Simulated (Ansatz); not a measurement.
For BaCu2S2 (Pnma, No. 62), LDA in Ansatz (PAW) gives:

| Quantity | Value |
|---|---|
| cohesive energy | 4.88 eV/atom |
| band gap | 0.89 eV |

Question: What does r²SCAN+rVV10 (PAW; Ansatz, an electronic-structure program) give for the same quantities?

Answer: 
- cohesive energy: 4.47 eV/atom (drops by 0.41 eV/atom)
- band gap: 1.28 eV (increases by 0.39 eV)

Changes are worked out from the printed values.

Unless a cell is named, each level is at its own relaxed cell (LDA 17.82, r²SCAN+rVV10 18.94 Å³/atom).

Spin–orbit coupling is included only where a level's name says +SOC; with heavier elements it mostly lowers gaps and can invert bands. Density-functional gaps are differences of (generalised) Kohn–Sham levels.

Caveats: the relaxation could not lower the start's symmetry, so the cell can be a saddle point above a distorted one (LDA, r²SCAN+rVV10). Ansatz's density-functional and Hartree–Fock values are scalar-relativistic unless marked +SOC, with PAW data made under PBE.
